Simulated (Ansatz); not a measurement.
**ZnIn₂O₄ (model structure, started from the spinel type, Fd-3m, No. 227, 14 atoms in the cell)**

The numbers are results of r²SCAN (Ansatz, an electronic-structure program, PAW), not measurements.

Numerical settings: plane-wave cutoff 560 eV, 8×8×8 k mesh, Fermi–Dirac smearing 0.01 eV, scalar-relativistic PAW data made under PBE.

Cell (relaxed with PBEsol):

```cif
data_In16O32Zn8
_chemical_formula_sum 'In16 Zn8 O32'
_space_group_name_H-M_alt 'Fd-3m :1'
_space_group_IT_number 227
_space_group_name_Hall 'F 4d 2 3 -1d'
_cell_length_a 8.92152
_cell_length_b 8.92152
_cell_length_c 8.92152
_cell_angle_alpha 90.000
_cell_angle_beta 90.000
_cell_angle_gamma 90.000
loop_
_atom_site_label
_atom_site_type_symbol
_atom_site_symmetry_multiplicity
_atom_site_Wyckoff_symbol
_atom_site_fract_x
_atom_site_fract_y
_atom_site_fract_z
_atom_site_occupancy
In1 In 16 c 0.12500 0.12500 0.12500 1
Zn1 Zn 8 b 0.50000 0.50000 0.50000 1
O1 O 32 e 0.36935 0.36935 0.36935 1
```
(The calculation used a cell of 14 atoms; values per cell refer to that cell.)

- band gap = 1.92 eV
- smallest direct gap on the k points sampled = 1.93 eV

Note: the relaxation could raise the start's symmetry but not lower it, so the cell can be a saddle point; cell and atoms aren't relaxed at this level (largest force component 0.06 eV/Å).

Spin–orbit coupling is not included.

Static lattice: no zero-point or thermal effects.

A model structure was made by putting elements into a prototype or built by hand; it is no filed structure, need not be a known phase, and can be a saddle point held by its symmetry.
